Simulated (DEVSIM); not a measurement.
Device: TaN/SiON/n-Si capacitor, at 250 K.

Layer 1 from the left is SiON, thickness (nm) 22.0. Layer 2 from the left is Si, thickness (nm) 9900, Nd (cm⁻³) 3.4e15.

Metal gate on the left, work function 4.4 eV. Fixed charge at the semiconductor interface -2.3e11 cm⁻² (in units of +e); no interface traps.

Constants are typed, rounded textbook-type inputs, not results; the design itself was drawn at random and stands for no fabricated device. Values at 300 K; Nc and Nv go as T^1.5, mobilities as T to minus their exponent, the gap by Varshni's rule with the affinity fixed.

SiON: gap (eV) 7, affinity (eV) 1.4, permittivity 5.5. Si: gap (eV) 1.124, affinity (eV) 4.05, permittivity 11.7, Nc (cm⁻³) 2.86e19, Nv (cm⁻³) 3.1e19, Varshni α (eV/K) 0.000473, Varshni β (K) 636.

Simulated with DEVSIM: 1D Poisson equation in equilibrium, Boltzmann statistics, complete ionisation; no quantum confinement or tunnelling. Metal contacts follow the ideal Schottky-Mott rule: no Fermi-level pinning, no interface dipoles.

Q: What does the simulation give for the threshold voltage (band bending 2φF)?

A: threshold voltage (band bending 2φF) -0.56 V.
